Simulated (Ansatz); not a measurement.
Reference: CdSe (P6_3mc), PBE with spin-orbit coupling, rigid bands (plane waves, PAW; Ansatz, an electronic-structure program); geometry: cell and atoms relaxed with PBEsol.

```
CdSe
1.0
    4.30156     0.00000     0.00000
   -2.15078     3.72526     0.00000
    0.00000     0.00000     7.02198
Cd Se
2 2
Direct
  0.33333   0.66667   0.99967
  0.66667   0.33333   0.49967
  0.33333   0.66667   0.37533
  0.66667   0.33333   0.87533
```

| Property | Value |
|---|---|
| band gap | 0.55 eV |
| electron conductivity mass | 0.075 mₑ |
| hole conductivity mass | 0.96 mₑ |
| Seebeck coefficient, n-type 1e19 cm⁻³ | -53 μV/K |

**Question.** Swap Se for S, keeping the structure type. How do these values move?

**Answer.** CdS (P6_3mc): volume per atom 28.1 to 24.7 Å³; band gap rises (0.55 eV to 1.22 eV); electron conductivity mass rises (0.075 mₑ to 0.146 mₑ); hole conductivity mass rises (0.96 mₑ to 1.28 mₑ); Seebeck coefficient, n-type 1e19 cm⁻³ rises in size (-53 μV/K to -88 μV/K).

Moves up to 5 % count as about the same. Masses are for dilute carriers at 300 K, harmonic means over directions unless an axis is named. Seebeck coefficients are for the stated density at 300 K, with one relaxation time for all states and whether or not that doping can be reached.
